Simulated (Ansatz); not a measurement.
Consider ZnS in the zinc blende structure (space group F-43m, No. 216; a = 5.297 Å). Axes: x, y, z lie along the cube axes.

The values are results of LDA/PAW in Ansatz (an electronic-structure program), no SOC, not measurements.

Before the change:

| Property | Value |
|---|---|
| Electron mass | 0.17 mₑ (at Γ) |
| Valley order | Γ 2.13 eV; X along ⟨100⟩ 3.05 eV; L along ⟨111⟩ 3.20 eV |
| Valence-band top at Γ | 0.00, 0.00, 0.00 eV |

The change: the cell is stretched by 1.00 % along z with no lateral relaxation, atoms relaxed at fixed cell.

Problem. What does the calculation give for the electron mass after the change?

Solution. The electron mass goes from 0.17 mₑ (at Γ) to 0.16 mₑ (at Γ).

Problem. How does this affect the valley order?

Solution. The valley order (the lowest conduction-band minima on the path, energy above the VBM, named in the base's zone) becomes Γ 2.07 eV; X along [010] 3.04 eV; X along [001] 3.10 eV; L along [111] 3.17 eV (base: Γ 2.13 eV; X along ⟨100⟩ 3.05 eV; L along ⟨111⟩ 3.20 eV).

Problem. What happens to the energy relative to the base?

Solution. The energy rises by 0.7 meV/atom.

Problem. What does the calculation give for the valence-band top at Γ after the change?

Solution. The valence-band top at Γ (three highest levels, from the VBM) changes from 0.00, 0.00, 0.00 eV to 0.00, 0.00, -0.04 eV.

The levels and masses belong to the bands next to the band gap. The cells carry an imposed strain or load. Effective masses come from finite differences of ±0.01 Å⁻¹. Whether these cells are dynamically stable was not tested.
